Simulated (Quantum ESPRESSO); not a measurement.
# Parameter sweep on SrPd₅ (P1, 6 atoms in the cell)

```xyz
6
Lattice="5.4273 0.0000 0.0000 -2.7137 4.7002 0.0000 0.0000 0.0000 4.3833" Properties=species:S:1:pos:R:3 pbc="T T T"
Sr    -0.0095     0.0042     0.0209
Pd     2.6787     1.5725     0.0149
Pd    -0.0168     3.1294     0.0133
Pd     2.7622    -0.0692     2.1840
Pd     1.4175     2.3362     2.1731
Pd    -1.4048     2.4272     2.1688
```

Base run A: PBEsol, GBRV 1.5 ultrasoft (PBESOL) pseudopotentials run with Quantum ESPRESSO, self-consistent single point.

Its settings: ecutwfc = 40 Ry; ecutrho = 320 Ry; occupations = smearing; smearing = marzari-vanderbilt; degauss = 0.0036749 Ry; potentials = {Sr: sr_pbesol_v1.uspp.F.UPF, Pd: pd_pbesol_v1.4.uspp.F.UPF}; K_POINTS = automatic 4 4 4 1 1 1; conv_thr = 1e-09 Ry.

The starting cell comes from a database of computed structures (which also holds hypothetical and non-ambient phases and stackings), without a prior relaxation at this level. Its atoms were displaced at random from the sites of space group no. 191. Spin polarisation is off. Without a gap this mesh is coarse (it stands for a supercell whose shortest vector is 18 Å).

ΔF is the free energy per atom less that of run A. 

| run | degauss | ΔF (meV/atom) | pressure (GPa) | largest force (eV/Å) | TS (meV/atom) |
|---|---|---|---|---|---|
| A | 0.0036749 Ry | 0.00 | -2.68 | 0.962 | -0.1 |
| B | 0.000146997 Ry | -0.01 | -2.67 | 0.962 | 0.0 |
| C | 0.000734986 Ry | -0.04 | -2.68 | 0.962 | 0.0 |
| D | 0.0018375 Ry | -0.06 | -2.68 | 0.962 | -0.1 |
| E | 0.0073499 Ry | -0.33 | -2.66 | 0.956 | 1.5 |
| F | 0.011025 Ry | -1.30 | -2.64 | 0.954 | 3.5 |
| G | 0.0147 Ry | -2.6 | -2.62 | 0.955 | 5.8 |

Run G against A: The free energy falls by 2.6 meV/atom, the pressure stays near -2.62 GPa while the zz stress (positive for compression) goes from -3.01 to -2.33 GPa and the largest force hardly changes (0.962 to 0.955 eV/Å).

Run F against A: The free energy drops by 1.3 meV/atom, the pressure stays near -2.64 GPa while the zz stress (positive for compression) goes from -3.01 to -2.52 GPa and the largest force moves little (0.962 to 0.954 eV/Å).

Run D against A: The free energy is nearly the same (within 1 meV/atom), the pressure stays at -2.68 GPa and the largest force stays at 0.962 eV/Å.
